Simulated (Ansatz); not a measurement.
**CoSi2, point defects**

Start from a 9-atom supercell of CoSi₂ (space group Fm-3m, No. 225; a = 5.313 Å; non-magnetic) at its relaxed geometry.

One neutral defect a cell, atoms relaxed at fixed cell.

Calculations: Ansatz (a quantum-chemistry and plane-wave program), PBEsol, PAW, cutoff 420 eV, no SOC, earlier PAW set.

```tsv
variant	pressure	largest displacement of a host atom from its site in the perfect cell
perfect supercell	0.0 GPa	–
Si on a Co site (antisite), symmetric start	14.4 GPa	0.17 Å
Li interstitial (started 2.30 Å from the nearest host atom), symmetric start	8.5 GPa	0.13 Å
Co on a Si site (antisite), symmetric start	-1.2 GPa	0.04 Å
```

The magnetic state is the one reached from the starting moments; the real material's order can differ, and small cells can't hold many antiferromagnetic ones. The cell is small, so the values are those of an ordered compound at a high defect concentration; dilute-limit values will differ. The defect started on the symmetric site and kept its symmetry, so it may sit on a saddle. Starting moments died away, wholly or in part, for Si on a Co site (antisite), the base and Li interstitial (started 2.30 Å from the nearest host atom); another magnetic solution may exist. Spin-polarised in the final run: Si on a Co site (antisite), Li interstitial (started 2.30 Å from the nearest host atom) and Co on a Si site (antisite); the other runs are not. An odd electron count without spin: CoSi2.
